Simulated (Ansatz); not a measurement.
Take LiH in the rock salt structure (space group Fm-3m, No. 225) as the base.

```xyz
2
Lattice="0.0000 2.0036 2.0036 2.0036 0.0000 2.0036 2.0036 2.0036 0.0000" Properties=species:S:1:pos:R:3 pbc="T T T"
H      0.0000     0.0000     0.0000
Li     2.0036     2.0036     2.0036
```

The values are results of PBE (Ansatz, a first-principles code), no spin-orbit coupling, not measurements.

Base values:

The shortest interatomic distance comes out as 2.004 Å and the band gap comes out as 2.98 eV.

The change: a hydrostatic pressure of 7.5 GPa.

**Question.** What happens to the shortest interatomic distance and band gap?

**Answer.** The shortest interatomic distance drops by 0.1033 Å, from 2.004 Å to 1.900 Å; the band gap decreases by 0.14 eV, from 2.98 eV to 2.84 eV.

Load acts through the strain it causes; cell and atoms are relaxed under it. No phonon test of stability was made. Competing high-pressure phases were not computed.
